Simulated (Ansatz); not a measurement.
BeS: energy against strain

BeS (zinc blende, F-43m, 13.793 Å³/atom at rest) under an equal strain ε in the (111) plane with the normal axis free, as in a coherent film. LDA in Ansatz, a plane-wave DFT program (PAW, default set), 420 eV, 12×12×12 Γ-centred mesh, Fermi-Dirac smearing 0.05 eV; ions are relaxed within the symmetry of each cell.

Here s stands for strain and y for E less E0.

```
strain (%)  E less E0 (meV/atom)
----------  --------------------
-2.50                          ?
-1.25                       3.37
-0.83                       1.47
-0.42                       0.37
0.00                        0.00
0.42                        0.37
0.83                        1.43
1.25                        3.21
```

Fit y of the 7 rows that show it with a parabola. Least squares gives y = -0.001 - 0.0480·s + 2.1062·s². Residuals (row less fit): 0.020, -0.020, -0.021, 0.001, 0.020, 0.020, -0.020; standard error 0.025 (degrees of freedom: 4). Twice the quadratic coefficient over the volume, 2 × 2.1062 meV × 10⁴ × 0.1602 / 13.793 Å³, is twice the biaxial elastic modulus of this plane = 489 ± 4 GPa.

### Question
What does the fit predict for y at s = -2.50, and how far is the calculated value from it?

### Answer
y = -0.001 - 0.0480 × (-2.50) + 2.1062 × (-2.50)² = 13.283 meV/atom. The calculation gives 13.84 meV/atom, 0.557 meV/atom above the prediction (4.0 % of the range of y in the table). The row lies outside the fitted rows, so this is an extrapolation. From the scatter of the fitted rows alone, a prediction at this place has a standard error of 0.094 meV/atom, so the miss is 5.9 times that.

One order more, fitted to all 13 runs of the series, follows each within 0.01, so the miss is the next term of a smooth law. Rows are the converged runs of the series near zero and its far end; series whose fitted rows scatter by over a few per cent of the range, as at a crossing or softening among them, aren't shown in this form. Most that stay on the fit to the last digits aren't either.
